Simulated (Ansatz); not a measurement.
Consider Zr in the hcp (Mg type) structure (space group P6_3/mmc, No. 194; a = 3.2452 Å, c = 5.1541 Å).

All numbers come from Ansatz (an electronic-structure program), r2SCAN, PAW, cutoff 500 eV, no SOC.

Base values:

* **Lattice parameter a**: 324.5 pm
* **c/a ratio**: 1.588

Perturbation: Mg takes the place of Zr on all its sites; the structure is relaxed again.

Tabulated Pauling electronegativity and covalent radius: Zr 1.33, 1.75 Å; Mg 1.31, 1.41 Å.

Problem. Estimate the effect on the lattice parameter a.

Solution. The lattice parameter a decreases by 7.2 pm, from 324.5 pm to 317.3 pm.

Problem. What does the calculation give for the c/a ratio after the change?

Solution. The c/a ratio goes up by 0.045 (1.588 → 1.633).

No phonon test of stability was made. All final runs are without spin polarisation.
